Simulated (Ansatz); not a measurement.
Partial pair distribution functions of a relaxed model of amorphous Si$_{24}$O$_{49}$Mg, broadened by 0.06 Å; density 2.22 g/cm³. Method: PBE, scalar-relativistic without spin-orbit coupling (plane waves to 420 eV, PAW; Ansatz, a program for electronic structure).

The cell was made by melting and quenching with the CHGNet potential and then relaxed with DFT. O atoms were pushed apart under 1.9 Å during the dynamics, to hinder bonds among them. The hot cell started wider than the set density and was brought back towards it in steps. It is the lowest in DFT energy of 2 quenches. It is a model cell: composition and starting density were chosen by hand, and all elements were melted together. No dispersion term was used. Its density started from a set value of 2.22 and ended at 2.22 g/cm³. The quench (nominally 480 K/ps over its main leg) was far faster than any real one, so the model tends to hold more defects than a real film. A cell of this size samples the disorder only roughly. The volume was held where the preparation left it and the shape relaxed, at a PBE pressure of 0.8 GPa. Stress components on the final sampling reach 0.8 GPa.

| r (Å) | g Si-O | g O-Mg | g Si-Si | g O-O |
|---|---|---|---|---|
| 1.35 | 0.00 | 0.00 | 0.00 | 0.00 |
| 1.45 | 0.34 | 0.00 | 0.00 | 0.00 |
| 1.55 | 7.88 | 0.00 | 0.00 | 0.00 |
| 1.65 | 16.02 | 0.10 | 0.00 | 0.00 |
| 1.75 | 2.86 | 2.72 | 0.00 | 0.00 |
| 1.85 | 0.05 | 6.37 | 0.00 | 0.00 |
| 1.95 | 0.00 | 1.45 | 0.00 | 0.00 |
| 2.05 | 0.00 | 0.10 | 0.00 | 0.00 |
| 2.15 | 0.00 | 1.60 | 0.00 | 0.00 |
| 2.25 | 0.00 | 3.69 | 0.15 | 0.01 |
| 2.35 | 0.00 | 1.66 | 0.36 | 0.09 |
| 2.45 | 0.00 | 0.08 | 0.05 | 0.53 |
| 2.55 | 0.00 | 0.00 | 0.00 | 3.31 |
| 2.65 | 0.00 | 0.00 | 0.00 | 5.87 |
| 2.75 | 0.00 | 0.00 | 0.23 | 4.13 |
| 2.85 | 0.01 | 0.00 | 1.71 | 1.08 |
| 2.95 | 0.11 | 0.03 | 3.27 | 0.52 |
| 3.05 | 0.28 | 0.71 | 4.15 | 0.45 |
| 3.15 | 0.43 | 1.02 | 4.00 | 0.45 |
| 3.25 | 0.68 | 0.09 | 1.41 | 0.58 |
| 3.35 | 0.83 | 0.00 | 0.07 | 0.68 |
| 3.45 | 0.90 | 0.00 | 0.00 | 0.68 |
| 3.55 | 1.39 | 0.02 | 0.00 | 0.57 |
| 3.65 | 1.42 | 0.66 | 0.04 | 0.42 |
| 3.75 | 1.41 | 2.47 | 0.21 | 0.60 |
| 3.85 | 1.51 | 1.77 | 0.41 | 0.56 |
| 3.95 | 1.75 | 1.08 | 0.53 | 0.53 |
| 4.05 | 1.89 | 2.05 | 0.64 | 0.75 |
| 4.15 | 1.91 | 0.95 | 0.63 | 0.97 |
| 4.25 | 1.90 | 1.60 | 0.87 | 0.80 |
| 4.35 | 1.19 | 0.82 | 0.95 | 0.84 |
| 4.45 | 0.67 | 0.84 | 0.86 | 0.86 |
| 4.55 | 0.53 | 0.87 | 1.06 | 0.93 |
| 4.65 | 0.58 | 0.72 | 1.29 | 1.08 |
| 4.75 | 0.72 | 1.03 | 1.20 | 1.29 |
| 4.85 | 0.59 | 1.61 | 1.07 | 1.47 |
| 4.95 | 0.55 | 0.87 | 1.46 | 1.58 |
| 5.05 | 0.68 | 0.39 | 1.51 | 1.45 |

Within 1.90 Å each Si has 4.00 O neighbours on average.
